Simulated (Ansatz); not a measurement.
Ga₂O₃ (C2/m, No. 12, 10 atoms in the cell; start COD 7249717)

Computed with r²SCAN+rVV10 (Ansatz, a program for electronic structure, PAW).

Numerical settings: plane-wave cutoff 560 eV, 12×12×6 k mesh (along the axes of the cell as run), Fermi–Dirac smearing 0.01 eV, scalar-relativistic PAW data made under PBE.

Cell (relaxed at this level):

Space group C2/m (No. 12); a = 12.204 Å, b = 3.032 Å, c = 5.797 Å, α = 90.00°, β = 103.81°, γ = 90.00°

| atom | site | symmetry | x | y | z |
|---|---|---|---|---|---|
| Ga | 4i | m | 0.0909 | 0.0000 | 0.2952 |
| Ga | 4i | m | 0.3411 | 0.0000 | 0.1857 |
| O | 4i | m | 0.1730 | 0.0000 | 0.0625 |
| O | 4i | m | 0.1655 | 0.0000 | 0.6092 |
| O | 4i | m | 0.0037 | 0.5000 | 0.2445 |
(The calculation used a cell of 10 atoms; values per cell refer to that cell.)

| Quantity | Value |
|---|---|
| band gap | 3.06 eV (indirect) |
| smallest direct gap on the k points sampled | 3.09 eV |

Spin–orbit coupling is not included.

Static lattice: no zero-point or thermal effects.
